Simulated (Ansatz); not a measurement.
**What pressure 0.9 GPa does to SnTe**

Start from SnTe in the rock salt structure (space group Fm-3m, No. 225; a = 6.235 Å).

Perturbation: a hydrostatic pressure of 0.9 GPa.

Calculations: Ansatz (an electronic-structure program) LDA, no SOC. Γ-centred 9×9×9 mesh, Fermi–Dirac width 0.05 eV.

The volume per atom shrinks by 0.51 Å³ (30.30 Å³ → 29.79 Å³) and the density goes up by 0.11 g/cm³, from 6.75 g/cm³ to 6.86 g/cm³. The lattice parameter a decreases by 0.035 Å (6.235 Å → 6.200 Å) and the shortest interatomic distance shrinks by 0.017 Å, from 3.117 Å to 3.100 Å. The band gap remains 0.16 eV (uncertain: the edges found look like a band crossing or inverted bands; both cells).

Spin-orbit coupling, missing from the scalar runs, can matter with Te. Load acts through the strain it causes; cell and atoms are relaxed under it. No phonon test of stability was made. The zero or small gap of SnTe can change with the level of theory.
